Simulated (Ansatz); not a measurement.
**Competing hops of Si-vacancy pair in zinc-blende AlP, charge state -2**

Defect: Si-vacancy pair (Si on one host Al site, one Al site vacant) in zinc-blende AlP, charge state -2. The numbers are results of PBE, PAW (plane waves to 420 eV; Ansatz, a first-principles code), not measurements.

Cell of 64 host sites held at the relaxed PBE lattice; a 2×2×2 k-point mesh shifted by half a step; Fermi-Dirac width 0.01 eV, spin-restricted; finite-size errors left in. Static, classical nuclei. The charge state is imposed; whether it is stable for some Fermi level was not computed. Forms of the defect that were not tried may lie lower.

Barriers: single points on a 3×3×3 k-point mesh shifted by half a step at the bands' geometries.

```json
[
 {"Route": "one Al atom jumps into the vacancy from a nearby Al site (Si-vacancy distance between ideal sites 3.90 Å throughout)", "Start site over the lowest site run (eV)": "0.00", "Hop (Å)": "3.64", "Forward barrier (eV)": "1.52", "Backward barrier (eV)": "1.52", "Neighbours at the start": "P at 2.32, P at 2.41, P at 2.42, P at 2.47 Å", "Neighbours at the saddle": "P at 2.26, P at 2.60, P at 2.64, P at 2.69, P at 2.73 Å", "Saddle order": "not checked", "Forward, on the band's own sampling (eV)": "1.52"},
 {"Route": "one Al atom jumps into the vacancy from a nearby Al site (Si-vacancy distance between ideal sites 3.90 Å throughout)", "Start site over the lowest site run (eV)": "0.00", "Hop (Å)": "3.74", "Forward barrier (eV)": "1.58", "Backward barrier (eV)": "1.58", "Neighbours at the start": "P at 2.38, 2 P at 2.40, P at 2.42 Å", "Neighbours at the saddle": "P at 2.31, P at 2.61, P at 2.64, P at 2.67, P at 2.70 Å", "Saddle order": "not checked, on a symmetry element", "Forward, on the band's own sampling (eV)": "1.58"},
 {"Route": "one Al atom jumps into the vacancy from a nearby Al site (Si-vacancy distance between ideal sites 3.90 → 6.75 Å)", "Start site over the lowest site run (eV)": "0.00", "Hop (Å)": "3.69", "Forward barrier (eV)": "1.66", "Backward barrier (eV)": "1.35", "Neighbours at the start": "P at 2.33, 3 P at 2.42 Å", "Neighbours at the saddle": "P at 2.26, 2 P at 2.64, 2 P at 2.69 Å", "Saddle order": "not checked", "Forward, on the band's own sampling (eV)": "1.66"}
]
```

Paths come from CI-NEB runs. Of the routes that converged and passed our checks, the lowest saddle point lies 1.52 eV above the lowest of the sites run (one Al atom jumps into the vacancy from a nearby Al site (Si-vacancy distance between ideal sites 3.90 Å throughout)); other sites, such as split forms, and other routes may lie lower. A band can be held on a symmetry element, so unchecked saddle points there may be too high.
